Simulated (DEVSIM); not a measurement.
Structure: Si n-i-p diode, at 300 K.

| layer (left to right) | material | thickness (μm) | Nd (cm⁻³) | Na (cm⁻³) | τn (s) | τp (s) |
|---|---|---|---|---|---|---|
| 1 | Si | 0.530 | 2.3e18 | - | 0.00015 | 0.00015 |
| 2 | Si | 0.460 | - | 6.2e12 | 0.00015 | 0.00015 |
| 3 | Si | 0.400 | - | 6.1e17 | 0.00015 | 0.00015 |

Left contact: ohmic. Right contact: ohmic. Voltage is applied to the left contact. Recombination: SRH at mid-gap, radiative. Mobility is μmin + (μ − μmin)/(1 + (N/Nref)^α).

Constants are typed, rounded textbook-type inputs, not results; the design itself was drawn at random and stands for no fabricated device. Values at 300 K; Nc and Nv go as T^1.5, mobilities as T to minus their exponent, the gap by Varshni's rule with the affinity fixed. The table also holds parameters that only a changed run uses.

```tsv
parameter	Si
gap (eV)	1.124
affinity (eV)	4.05
permittivity	11.7
Nc (cm⁻³)	2.86e19
Nv (cm⁻³)	3.1e19
μn (cm²/Vs)	1417
μp (cm²/Vs)	470
μn,min	52
μp,min	45
Nref,n	9.7e16
Nref,p	2.2e17
αn	0.68
αp	0.72
T exponent of μn	2.3
T exponent of μp	2.2
B (cm³/s)	4.7e-15
Cn (cm⁶/s)	2.8e-31
Cp (cm⁶/s)	9.9e-32
Varshni α (eV/K)	0.000473
Varshni β (K)	636
```

Model (solved in DEVSIM): 1D drift-diffusion, Boltzmann statistics, complete ionisation; no tunnelling, impact ionisation, image-force lowering or self-heating.

Base results: dark forward voltage at 1 A/cm² (V) 0.662; dark forward voltage at 100 A/cm² (V) 0.782; potential step across the device at zero bias (V) 0.957.

What follows from this one change: temperature 300 → 450 K?

dark forward voltage at 1 A/cm² 0.662 → 0.355 V; dark forward voltage at 100 A/cm² 0.782 → 0.535 V; potential step across the device at zero bias 0.957 → 0.784 V.

What follows from this one change: doping Nd of layer 1 2.3e+18 → 6.9e+18 cm^-3?

dark forward voltage at 1 A/cm² little changed (0.663 V); dark forward voltage at 100 A/cm² little changed (0.783 V); potential step across the device at zero bias 0.957 → 0.986 V.

What follows from this one change: constant mobility in place of the doping-dependent one?

dark forward voltage at 1 A/cm² 0.662 → 0.627 V; dark forward voltage at 100 A/cm² 0.782 → 0.746 V; potential step across the device at zero bias little changed (0.957 V).
